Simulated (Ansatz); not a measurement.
Consider the following.

```yaml
crystal:
  lattice:
    - [-1.60060, 1.60060, 1.60060]
    - [1.60060, -1.60060, 1.60060]
    - [1.60060, 1.60060, -1.60060]
  atoms:
    - { symbol: Mo, position: [0.00000, 0.00000, 0.00000] }
```

No spin polarisation.

Calculations: PBE, PAW, 420 eV (Ansatz, an electronic-structure program; without spin-orbit coupling). Settings: 21×21×21 k-points, 0.05 eV Fermi–Dirac smearing.

**Question.** Predict the band gap and pressure.

**Answer.** The band gap is zero and the pressure comes out as -9.1 GPa.

The cells carry an imposed strain or load. Stability against distortions was not tested. All final runs are without spin polarisation. The cell was made from Mo in the bcc (W type) structure (space group Im-3m, No. 229) by this change: isotropic strain +1.28 %.
